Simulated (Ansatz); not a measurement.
System: AlN (model structure, started from the CsCl type, Pm-3m, No. 221, 2 atoms in the cell). Method: r²SCAN (Ansatz, a program for electronic structure, plane waves, PAW).

The run printed, among other lines:

```
WARN output.stress: scf.convergence.dr2_threshold = 1e-7 eV (the SCF's general default) is looser than the 2e-10 eV advised for a printed stress (1e-10 eV for …
Relaxation: its limit of steps is 80 (relax.max_steps)
Crystal: 2 atoms, lattice volume = 17.639 Å³
Basis set: ecut = 560 eV, 515 PW (Γ), exchange–correlation on 72×72×72 points (27 copies of the dense FFT grid, shifted against one another)
Bands: 8, of which v1, the nominal top of the filled ones, is band 4 counted from 1 (3 counted from 0)
Symmetry: 48 space group operations
Space group: Pm-3m (ITA 221), of the structure as read, at distance tolerance 2.6e-5 Å
k-points: 364 of 10648
Functional: x = r2scan, c = r2scan; τ floored in thin density (d = 2e-4 eV/Å³)
SCF iter   1: F=—  HF=-924.569404 eV  |F-HF|=—  |Δ(HF+E_count)|=         —  Δρ=1.07e-2  dr2=2.62e-2  dr2_τ=9.75e-2
SCF iter   2: F=—  HF=-924.668983 eV  |F-HF|=—  |Δ(HF+E_count)|=   9.96e-2  Δρ=6.27e-3  dr2=2.73e-3  dr2_τ=6.69e-4
  ...
SCF 1 converged in 7 iterations: F = -924.669598 eV  dr2 = 3.23e-8
Crystal: 2 atoms, lattice volume = 17.639 Å³
Initial density: handed on by an earlier stage of this run
SCF iter   1: F=—  HF=-924.669598 eV  |F-HF|=—  |Δ(HF+E_count)|=         —  Δρ=1.22e-5  dr2=3.22e-8  dr2_τ=1.12e-9
SCF iter   2: F=-924.669598 eV  HF=-924.669598 eV  |F-HF|=3.04e-9  |Δ(HF+E_count)|=   1.11e-9  Δρ=7.18e-6  dr2=5.68e-9  dr2_τ=1.99e-9
SCF 2 converged in 2 iterations: F = -924.669598 eV  dr2 = 5.68e-9
SCF converged after 2 iterations
Free energy (F): -924.669598 eV
Internal energy: -924.666490 eV  (E = F + TS)
E sigma→0 (E₀):  -924.668044 eV
Fermi energy:    12.066340 eV
--- Stress (GPa, compression-positive) ---
       -4.103005       0.000000       0.000000
        0.000000      -4.103005       0.000000
        0.000000       0.000000      -4.103005
  P = ⅓ Tr σ = -4.1030 GPa (-41.030 kbar)
```

**Question.** Write an input file that could have produced this run (the log leaves some choices open).

**Answer.** This is not unique; one that fits is 
Ansatz 0.2 input:
```yaml
crystal:
  lattice:
    - [2.6031268608, 0.0, 0.0]
    - [0.0, 2.6031268608, 0.0]
    - [0.0, 0.0, 2.6031268608]
  atoms:
    - { symbol: Al, position: [0.0, 0.0, 0.0] }
    - { symbol: N, position: [0.5, 0.5, 0.5] }
basis:
  ecutwfc: 560
  ecutrho_ratio: 4
  xc_grid: 3
kpoints:
  mp_grid: { grid: [22, 22, 22] }
hamiltonian:
  xc: r2scan
  dispersion: none
  pseudopotentials: { kind: paw }
scf:
  occupations: { method: fermi_dirac, width: 0.05 }
output:
  forces: true
  stress: true
  eigenvalues: true
relax:
  f_tol: 0.004
  escape_saddle: false
  max_steps: 80
```

The cell is one volume of an energy–volume scan, off the minimum.

The PAW data were made under PBE.

Note: the relaxation could raise the start's symmetry but not lower it, so the cell can be a saddle point.

The result took roughly 23 core-seconds.

A model structure was made by putting elements into a prototype or built by hand; it is no filed structure, need not be a known phase, and can be a saddle point held by its symmetry.
